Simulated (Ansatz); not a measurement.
The reference is BeSe in the zinc blende structure (space group F-43m, No. 216; a = 5.129 Å).

Now apply this change: every Se is replaced by Ir, then cell and atoms are relaxed.

Levels (all Ansatz, an electronic-structure program, PAW): PBEsol (420 eV, spin-orbit coupling left out); PBEsol+SOC (420 eV, noncollinear with spin-orbit coupling).

The geometry is relaxed with PBEsol.

* **PBEsol pressure**: 0.0 GPa

**Question.** What does PBEsol+SOC give at this geometry for the pressure?

**Answer.** The pressure goes from zero to 1.0 GPa.

Single points use the geometry relaxed with PBEsol. Differences between runs with and without spin-orbit coupling are approximate. Whether these cells are dynamically stable was not tested. As relaxed here, BeIr is a hypothetical phase, not in the database extracts checked. The runs without spin-orbit coupling are not spin-polarised. An odd electron count without spin: BeIr. BeIr has a high density of states at the Fermi level and may be magnetic at this level.
